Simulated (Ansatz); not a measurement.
**Input and output of a self-consistent single point for a (001) slab of Sr(ZnSb)2 (cut from a parent of space group no. 164; 5 atoms in the cell) (Ansatz, a quantum-chemistry and plane-wave program)**

Method of the run: LDA (PW92), default PAW files made with PBE (plane waves; Ansatz).

Input:

Ansatz 0.2 input:
```yaml
crystal:
  lattice:
    - [4.499321, 0.000000, 0.000000]
    - [-2.249661, 3.896526, 0.000000]
    - [0.000000, 0.000000, 19.650891]
  atoms:
    - { symbol: Sr, position: [0.000000, 0.000000, 0.499997] }
    - { symbol: Zn, position: [0.666667, 0.333333, 0.643782] }
    - { symbol: Zn, position: [0.333333, 0.666667, 0.356218] }
    - { symbol: Sb, position: [0.333333, 0.666667, 0.606822] }
    - { symbol: Sb, position: [0.666667, 0.333333, 0.393178] }
basis:
  ecutwfc: 420.0
kpoints:
  mp_grid:
    grid: [8, 8, 1]
hamiltonian:
  xc: lda
  pseudopotentials:
    kind: paw
scf:
  occupations:
    method: fermi_dirac
    width: 0.1
output:
  forces: true
  eigenvalues: true
  stress: true
```

Output, abridged:

```
WARN the atoms were moved onto the symmetric positions of the space group found under crystal.symmetry.tolerance 1.0e-5 (fractional …
WARN ansatz: RAYON_NUM_THREADS=1 ignored (pool sized by the plan → 1); use --threads N
Pseudopotentials: kind: paw
Pseudopotential: Sr, paw, valence charge 10
Pseudopotential: Zn, paw, valence charge 12
Pseudopotential: Sb, paw, valence charge 15
Crystal: 5 atoms, lattice volume = 344.514 Å³
Basis set: ecut = 420 eV, 6779 PW (Γ)
Bands: 39, of which v1, the nominal top of the filled ones, is band 32 counted from 1 (31 counted from 0)
Symmetry: 12 space group operations
Space group: P-3m1 (ITA 164), of the structure as read, at distance tolerance 7.0e-5 Å
k-points: 10 of 64
PAW frozen core: Sr, regenerated for the run's functional, and the local potential with it
PAW frozen core: Zn, regenerated for the run's functional, and the local potential with it
PAW frozen core: Sb, regenerated for the run's functional, and the local potential with it
Initial density: superposition of atomic densities (neutral atoms: chi_scale 0, normalization atom), corrected by the library's trained network
Initial wavefunctions: pseudopotential atomic-orbital guess
Eigensolver: davidson
Functional: x = slater, c = lda
SCF iter   1: F=—  HF=-22609.484807 eV  |F-HF|=—  |Δ(HF+E_count)|=         —  Δρ=3.97e-3  dr2=5.48e-2  ethr=1.77e-3  ⟨swp⟩=13.2  Hψ=2391  notcnv=0
all-band conjugate gradients solve this SCF's bands
preconditioner: auto → LDOS
SCF iter   2: F=—  HF=-22609.525208 eV  |F-HF|=—  |Δ(HF+E_count)|=   4.04e-2  Δρ=2.70e-3  dr2=2.56e-1  ethr=8.56e-5  ⟨swp⟩=3.1  Hψ=914  notcnv=0  defer=2
preconditioner: auto → Resta (q_TF=auto, 2.061 Å⁻¹)
SCF iter   3: F=—  HF=-22609.482253 eV  |F-HF|=—  |Δ(HF+E_count)|=   4.30e-2  Δρ=1.12e-3  dr2=2.72e-3  ethr=8.56e-5  ⟨swp⟩=3.2  Hψ=855  notcnv=0  defer=2
SCF iter   4: F=—  HF=-22609.482524 eV  |F-HF|=—  |Δ(HF+E_count)|=   2.71e-4  Δρ=2.60e-4  dr2=1.21e-3  ethr=4.26e-6  ⟨swp⟩=3.1  Hψ=786  notcnv=0  defer=2
SCF iter   5: F=—  HF=-22609.482320 eV  |F-HF|=—  |Δ(HF+E_count)|=   2.04e-4  Δρ=7.62e-5  dr2=2.71e-5  ethr=1.90e-6  ⟨swp⟩=3.0  Hψ=731  notcnv=0  defer=2
SCF iter   6: F=—  HF=-22609.482450 eV  |F-HF|=—  |Δ(HF+E_count)|=   1.30e-4  Δρ=5.24e-5  dr2=2.25e-5  ethr=4.23e-8  ⟨swp⟩=2.0  Hψ=570  notcnv=0  defer=1
SCF iter   7: F=—  HF=-22609.482445 eV  |F-HF|=—  |Δ(HF+E_count)|=   5.15e-6  Δρ=1.19e-5  dr2=2.55e-6  ethr=3.51e-8  ⟨swp⟩=2.0  Hψ=544  notcnv=0  defer=1
SCF iter   8: F=-22609.482445 eV  HF=-22609.482445 eV  |F-HF|=5.94e-9  |Δ(HF+E_count)|=   1.18e-7  Δρ=1.93e-6  dr2=2.19e-8  ethr=1.56e-10  ⟨swp⟩=9.4  Hψ=2109  notcnv=0
SCF 1 converged in 8 iterations: F = -22609.482445 eV  dr2 = 2.19e-8
SCF converged after 8 iterations
Free energy (F): -22609.482445 eV
Harris-Foulkes:  -22609.482445 eV  (|F-HF|=5.94e-9)
Internal energy: -22609.473731 eV  (E = F + TS)
E sigma→0 (E₀):  -22609.478088 eV
Entropy (-TS):   -0.008714 eV (-1.743 meV/atom)
Fermi energy:    0.835906 eV
--- Per-component energies (eV) ---
  E_band       = -906.036070
  E_kinetic    = 923.553837
  E_local      = -32772.121674  (includes V_loc(G=0)·N_el)
  E_nonlocal   = 2172.411954
  E_hartree    = 15531.925577
  E_xc         = -715.383409
  E_vxc        = -459.702478  (∫ρ·V_xc dr)
  E_paw        = -14964.674262  (= ΣΔE_a)
  E_vpaw       = -1834.017102  (= ΣTr[D̂ρ^β])
  E_aug_tail   = -0.000731  (compensation charges beyond the density's cutoff)
  E_ewald      = 7210.288912
  E_core_change = 4.526065  (= ΣΔE_core)
  E_smearing   = -0.008714  (= −TS)
  E_closure    = -0.000000  (closes the sum)
  Σ components = -22609.482445   (vs F -22609.482445, Δ=0.00e0)
--- Forces (eV/Å), atoms counted from 1 ---
  atom   1  Sr     0.00000000    -0.00000000     0.00000000
  atom   2  Zn     0.00000000     0.00000000    -0.95949056
  atom   3  Zn     0.00000000    -0.00000000     0.95949056
  atom   4  Sb    -0.00000000    -0.00000000     0.76657209
  atom   5  Sb     0.00000000     0.00000000    -0.76657209
  max |Σ_I F_I| component: 2.22e-16 eV/Å
--- Stress (GPa, compression-positive) ---
       -1.831659      -0.000000       0.000000
       -0.000000      -1.831659      -0.000000
        0.000000      -0.000000      -1.021981
  P = ⅓ Tr σ = -1.5618 GPa (-15.618 kbar)
  The stress holds the Pulay correction. Without it, at fixed plane waves, as pw.x and ABINIT print it: P = -1.5724 GPa
--- Band table (eV; the first three rows and the last of 10) ---
  k-point 0: bands = ["-34.9002", "-27.5009", "-27.5009", "-27.5006", "-27.5006", "-27.4656", "-27.4656", "-27.4654", "-27.4654", "-27.4590", "-27.4588", "-17.0249", "-16.9062", "-16.9062", "-9.2758", "-8.9489", "-6.6266", "-6.6266", "-6.6237", [...]
  k-point 1: bands = ["-34.8994", "-27.5009", "-27.5008", "-27.5005", "-27.5002", "-27.4658", "-27.4657", "-27.4654", "-27.4653", "-27.4588", "-27.4585", "-17.0191", "-16.9252", "-16.9101", "-9.1653", "-8.8789", "-6.6246", "-6.6228", "-6.6188", [...]
  k-point 2: bands = ["-34.8976", "-27.5011", "-27.5008", "-27.4996", "-27.4993", "-27.4661", "-27.4657", "-27.4656", "-27.4652", "-27.4581", "-27.4579", "-17.0054", "-16.9702", "-16.9197", "-8.8757", "-8.6961", "-6.6141", "-6.6128", "-6.6022", [...]
  k-point 9: bands = ["-34.8945", "-27.5003", "-27.4999", "-27.4990", "-27.4986", "-27.4661", "-27.4661", "-27.4656", "-27.4655", "-27.4570", "-27.4570", "-17.0090", "-16.9810", "-16.9735", "-8.3345", "-8.3021", "-6.5956", "-6.5878", "-6.5776", [...]
```

The run converged in 8 iterations.

The starting cell comes from a database of computed structures (which also holds hypothetical and non-ambient phases and stackings), without a prior relaxation at this level. The slab is cut from that crystal, and its faces are unrelaxed. Its lattice was rescaled by up to half a per cent. Spin-orbit coupling is off.
